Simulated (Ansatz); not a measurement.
## Effect of biaxial strain −1.25 %, plane normal [111], relaxed out of plane on NaI

Consider NaI in the rock salt structure (space group Fm-3m, No. 225; a = 6.402 Å). Axes: x, y, z lie along the cube axes.

It is then changed as follows: biaxial strain −1.25 %, plane normal [111], relaxed out of plane (Cartesian); in-plane vectors clamped, the third vector and the atoms free.

The values are results of Ansatz (a quantum-chemistry and plane-wave program) PBEsol, no spin-orbit coupling, not measurements. Γ-centred 9×9×9 mesh, Fermi–Dirac width 0.05 eV.

The volume per atom decreases by 0.42 Å³ to 32.38 Å³ and the space group changes from Fm-3m (No. 225) to R-3m (No. 166). The shortest interatomic distance shrinks by 0.013 Å to 3.188 Å and the energy increases by 0.9 meV/atom. The pressure (mean of the normal stresses, compression positive) rises by 0.23 GPa, from 0.01 GPa to 0.24 GPa and the band gap stays essentially unchanged (3.60 eV against 3.59 eV). The gap character stays direct at Γ and the electron mass stays 0.26 mₑ (at Γ). The valence-band top at Γ (three highest levels, from the VBM) becomes 0.00, 0.00, -0.12 eV (base: 0.00, 0.00, 0.00 eV) and the valley order (the lowest conduction-band minima on the path, energy above the VBM, named in the base's zone) changes from Γ 3.60 eV; X along ⟨100⟩ 4.47 eV; L along ⟨111⟩ 4.96 eV to Γ 3.59 eV; X along [010] 4.43 eV; L along [1-1-1] 4.90 eV; L along [111] 4.99 eV. The out-of-plane strain is +1.23 % and the ratio −ε⊥/ε∥ amounts to 0.98. The mean in-plane stress (compression positive) is +0.4 GPa.

Cost of the whole job for the changed cell (relaxation, final SCF and bands): roughly 30 core-seconds.

With I present, leaving out spin-orbit coupling can change the band edges. Masses are band curvatures over ±0.01 Å⁻¹ around the edge. Stability against distortions was not tested. k-point labels follow each cell's own Brillouin zone.
